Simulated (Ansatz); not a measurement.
An Ansatz (a program for electronic structure) input (PBEsol/PAW in Ansatz, no spin-orbit coupling):

Ansatz 0.2 input:
```yaml
crystal:
  lattice:
    - [4.1218746125, 0, 0]
    - [0, 4.6416446475, 0]
    - [0, 0, 2.8074274651]
  atoms:
    - { symbol: Al, position: [0.5, 0.5, 0.5] }
    - { symbol: Al, position: [0, 0, 0] }
    - { symbol: H, position: [0.5, 0, 0.5] }
    - { symbol: H, position: [0, 0.5, 0] }
    - { symbol: O, position: [0.7396153985, 0.1478045328, 0.5] }
    - { symbol: O, position: [0.2603846015, 0.8521954672, 0.5] }
    - { symbol: O, position: [0.2396153985, 0.3521954672, 0] }
    - { symbol: O, position: [0.7603846015, 0.6478045328, 0] }
basis: { ecutwfc: 420, ecutrho_ratio: 4, xc_grid: 2, fft_grid_basis: typed }
kpoints: { mp_grid: { grid: [8, 7, 12] } }
hamiltonian:
  xc: pbesol
  dispersion: none
  pseudopotentials: { kind: paw }
scf: { occupations: { method: fermi_dirac, width: 0.05 } }
relax: { f_tol: 0.01, max_steps: 60, cell: { stress_tol: 0.02, p_target: 10 } }
output: { forces: true, stress: true }
checkpoint: { write: state.ck, write_every: 1000 }
```

Q: Which symmetry and how many k-points will the program report, and about how many plane waves at Γ?

A: Space group Pnnm (ITA 58) with 8 operations, k-points 140 of 672, and 1047 plane waves at Γ.

Q: And the final pressure?

A: 9.99 GPa (compression positive).

Load acts through the strain it causes; cell and atoms are relaxed under it. Whether these cells are dynamically stable was not tested. No other phases were tried under pressure. The cell was made from AlHO$_{2}$ (space group Pnnm, No. 58; a cell from a computed database, its experimental status unchecked) by this change: pressure 10 GPa.
